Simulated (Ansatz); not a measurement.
## AlRu: pressure series

Base system: AlRu in the CsCl type structure (space group Pm-3m, No. 221; a = 3.004 Å).

Cell and atoms are relaxed at each pressure.

Computed with Ansatz (a first-principles code), PBE, PAW, cutoff 420 eV, spin-orbit coupling left out.

```json
[
 {"pressure (GPa)": "-2", "volume per atom (Å³/atom)": "13.687"},
 {"pressure (GPa)": "-1", "volume per atom (Å³/atom)": "13.618"},
 {"pressure (GPa)": "0", "volume per atom (Å³/atom)": "13.550"},
 {"pressure (GPa)": "0.3", "volume per atom (Å³/atom)": "13.530"},
 {"pressure (GPa)": "0.7", "volume per atom (Å³/atom)": "13.504"},
 {"pressure (GPa)": "1.5", "volume per atom (Å³/atom)": "?"},
 {"pressure (GPa)": "5", "volume per atom (Å³/atom)": "13.238"},
 {"pressure (GPa)": "7.5", "volume per atom (Å³/atom)": "13.096"},
 {"pressure (GPa)": "10", "volume per atom (Å³/atom)": "12.961"}
]
```

Fit the third-order Birch–Murnaghan form P(V) = (3B₀/2)[(V₀/V)^(7/3) − (V₀/V)^(5/3)]·[1 + (3/4)(B₀′ − 4)((V₀/V)^(2/3) − 1)] (squares taken in P) to the rows shown and predict the withheld row.

Least squares on the printed values gives V₀ = 13.550 Å³/atom, B₀ = 204 GPa, B₀′ = 4.5; this predicts 13.452 Å³/atom, and the run gives 13.452 Å³/atom, in agreement.

Load acts through the strain it causes; cell and atoms are relaxed under it. Whether these cells are dynamically stable was not tested. No other phases were tried under pressure. All final runs are without spin polarisation.
